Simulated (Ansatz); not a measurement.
SiH3 on the (100) surface of germanium (p(2x2) alternately buckled dimers; a constructed slab, bottom: dihydride, held), one in a cell of 66 Å², energies for each. Energies are against SiH4(g) − ½ H2(g), without zero-point or thermal terms; each row is named by its start (#2, #3: further inequivalent places of a kind). No converged result for: 1 more start.

All values below come from PBE (plane waves to 420 eV, PAW; Ansatz, a quantum-chemistry and plane-wave program).

Slab: 44 atoms, 11.3 Å thick at the start with caps and adatoms under the adsorbate (thin: gaps and levels are the slab's own); k 3x3x1, smearing 0.01 eV, dipole-corrected; 24 atoms held, the rest relaxed; each run with such symmetry as its start has; spin-polarised, no spin-orbit, no U, no dispersion correction.

A negative adsorption energy means that the adsorbate is more stable on the surface than in its reference. Starts that drift may end in the same place. Heights count from the host atoms within 0.3 Å of the top one. Moments of ungapped slabs depend on the mesh.

```csv
starting site,E_ads (eV),height (Å),nearest host atom (Å),bonded to,Δ work function (eV),lateral drift (Å),moment (μB)
top Ge,-0.33,1.85,Ge 2.41,Ge,-0.45,0.6,0.0
top Ge #2,-0.37,2.01,Ge 2.41,Ge,0.18,1.2,1.0
hollow Ge-Ge-Ge-Ge over Ge at depth 3.2 Å,-0.36,1.84,Ge 2.40,Ge,-0.38,3.1,0.0
hollow Ge-Ge-Ge over Ge at depth 3.0 Å,-0.38,1.66,Ge 2.41,Ge,0.41,2.3,0.3
bridge Ge-Ge (span 4.1 Å),-0.33,1.87,Ge 2.41,Ge,-0.41,2.2,0.0
bridge Ge-Ge (span 2.4 Å),-0.33,1.85,Ge 2.41,Ge,-0.41,1.8,0.0
```
